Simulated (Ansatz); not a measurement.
Reference: W2C (P-3m1), PBEsol, DFPT electron-phonon coupling, linearised Boltzmann equation (plane waves, PAW, scalar-relativistic; Ansatz, an electronic-structure program); geometry: relaxed with this functional, without spin-orbit coupling.

W₂C is modelled in the trigonal space group P-3m1 (No. 164), Pearson symbol hP3. Cell: a = b = 3.035 Å, c = 4.641 Å, α = β = 90.00°, γ = 120.00°. W on 2d has 3 C at 2.112 Å and 12 W at 2.879–3.035 Å. C on 1a is surrounded by 6 W at 2.112 Å (octahedral). (Neighbours: up to the widest gap in distance over summed covalent radii, below 1.35, at either atom; cation-cation and far metal-metal contacts left out.)

| Property | Result |
|---|---|
| resistivity at 300 K | 15.1 μΩ·cm |

**Question.** Swap W for Cr, keeping the structure type. How do these values move?

**Answer.** Cr2C (P-3m1): volume per atom 12.3 to 9.5 Å³; resistivity at 300 K falls (15.1 μΩ·cm to 11.7 μΩ·cm).

**Question.** Replace W by Ta on the same sites and relax. What happens?

**Answer.** Ta$_{2}$C (P-3m1): volume per atom 12.3 to 13.6 Å³; resistivity at 300 K stays about the same (15.1 μΩ·cm to 14.7 μΩ·cm).

Moves up to 12 % count as about the same. Metals; harmonic phonons alone scatter; means over directions. Halving the electron mesh moves these values by up to 8 %; q meshes are mostly untested. Spin-orbit coupling is left out.

Formula and space group known from diffraction (Crystallography Open Database), not checked to be the room-temperature form: Ta2C (P-3m1). Computed structure with no diffraction record at hand here (it may be known, metastable or hypothetical): Cr2C (P-3m1), W2C (P-3m1). Treated as nonmagnetic (a ferromagnetic start lost its moment, other orders weren't tried): Cr2C (P-3m1). The missing spin-orbit coupling matters most for Ta2C (P-3m1), W2C (P-3m1).
